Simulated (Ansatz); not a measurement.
Take Cu$_{3}$N (space group Pm-3m, No. 221; a = 3.7649 Å) as the base. Axes: x, y, z lie along the cube axes.

The values are results of PBEsol/PAW in Ansatz (a first-principles code), no SOC, not measurements.

Strains are applied to the cell and any free atomic positions relax.

One change was made to it. Results:

The pressure (mean of the normal stresses, compression positive) goes from zero to 4.6 GPa; the energy rises by 12 meV/atom; the band gap remains zero.

Which of these changes matches the shifts?
(A) uniaxial strain ε_zz = −1.80 %
(B) uniaxial strain ε_zz = −0.60 %
(C) uniaxial strain ε_zz = −3.00 %

C, uniaxial strain ε_zz = −3.00 %. For comparison, the energy relative to the base in the other runs: uniaxial strain ε_zz = −1.80 % gives +4.1 meV/atom; uniaxial strain ε_zz = −0.60 % gives +0.4 meV/atom.

Stability against distortions was not tested. The final runs are not spin-polarised. Gaps under 0.05 eV, about the width of the smearing, are given as zero. The zero or small gap of Cu3N can change with the level of theory.
